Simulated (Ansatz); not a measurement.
SrHfO₃ (Cmcm, No. 63, 20 atoms in the cell; start mp-4673; a measured phase of this formula has another space group), treated with LDA (Ansatz, a quantum-chemistry and plane-wave program, PAW).

Settings: plane-wave cutoff 520 eV, 6×6×4 k mesh (along the axes of the cell as run), Fermi–Dirac smearing 0.01 eV, scalar-relativistic PAW data made under PBE.

Cell (relaxed at this level):

```
HfSrO3
1.0
    4.00547    -4.06216     0.00000
    4.00547     4.06216     0.00000
    0.00000     0.00000     8.06914
Sr Hf O
4 4 12
Direct
  0.98874   0.01126   0.75000
  0.01126   0.98874   0.25000
  0.49343   0.50657   0.75000
  0.50657   0.49343   0.25000
  0.50000   0.00000   0.00000
  0.50000   0.00000   0.50000
  0.00000   0.50000   0.00000
  0.00000   0.50000   0.50000
  0.95462   0.44669   0.75000
  0.04538   0.55331   0.25000
  0.44669   0.95462   0.25000
  0.55331   0.04538   0.75000
  0.21454   0.78546   0.54757
  0.78546   0.21454   0.45243
  0.78546   0.21454   0.04757
  0.21454   0.78546   0.95243
  0.28881   0.28881   0.00000
  0.71119   0.71119   0.00000
  0.71119   0.71119   0.50000
  0.28881   0.28881   0.50000
```

Q: Give the computed band gap and smallest direct gap on the k points sampled.

A: 
- band gap = 3.97 eV
- smallest direct gap on the k points sampled = 3.99 eV

Spin–orbit coupling is not included.

Cost on a shared machine: very roughly 100 core-seconds.

A start named mp-… is a Materials Project structure, which need not be a measured phase.
